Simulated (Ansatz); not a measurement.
Start from PbO (space group P4/nmm, No. 129; a = 4.0342 Å, c = 4.9937 Å; layered, stacked along the Cartesian z axis).

Level of theory: DFT with PBE-D3(BJ), PAW potentials and a 420 eV plane-wave cutoff in Ansatz (a first-principles code), no SOC.

Strains are applied to the cell and any free atomic positions relax.

One change was made to it. Results:

| quantity | base | after |
|---|---|---|
| energy relative to the base (free energy F) | 0 meV/atom | +3.3 meV/atom |
| largest internal atomic displacement | – | 0.028 Å |
| pressure (mean of the normal stresses, compression positive) | 0.01 GPa | 1.51 GPa |

Name the change that was made.
A) isotropic strain −3.00 %
B) isotropic strain −1.80 %
C) isotropic strain −1.20 %
D) isotropic strain −2.40 %

C, isotropic strain −1.20 %. For comparison, the energy relative to the base in the other runs: isotropic strain −3.00 % gives +22 meV/atom; isotropic strain −1.80 % gives +7.6 meV/atom; isotropic strain −2.40 % gives +14 meV/atom.

Stability against distortions was not tested. The D3 term's C6 switches between coordination references near this geometry, which can add small steps to energies.
